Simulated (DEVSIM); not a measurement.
Structure: abrupt Si p-n junction, at 300 K.

```csv
layer (left to right),material,thickness (μm),Nd (cm⁻³),Na (cm⁻³),τn (s),τp (s)
1,Si,0.330,-,1.1e15,1.4e-7,1.4e-7
2,Si,44.0,8e14,-,1.4e-7,1.4e-7
```

Left contact: ohmic. Right contact: ohmic. Voltage is applied to the left contact. Recombination: SRH at mid-gap, radiative. Mobility is constant in doping.

The device is made up for the run: typed textbook-type constants, with dimensions and the other settings drawn at random. Values at 300 K.

```csv
parameter,Si
gap (eV),1.124
affinity (eV),4.05
permittivity,11.7
Nc (cm⁻³),2.86e19
Nv (cm⁻³),3.1e19
μn (cm²/Vs),1417
μp (cm²/Vs),470
B (cm³/s),4.7e-15
```

Model (solved in DEVSIM): 1D drift-diffusion, Boltzmann statistics, complete ionisation; no tunnelling, impact ionisation, image-force lowering or self-heating.

The thickness of layer 2 was swept, all else fixed.

```
thickness of layer 2 (μm)  dark forward voltage at 1 A/cm² (V)
-------------------------  -----------------------------------
8.8                                                      0.447
15                                                       0.450
26                                                       0.458
44                                                       0.469
75                                                       0.486
130                                                        ___
220                                                      0.564
```

Question: Fill in the missing entries.

Answer: 
- 130, dark forward voltage at 1 A/cm² (V): 0.515
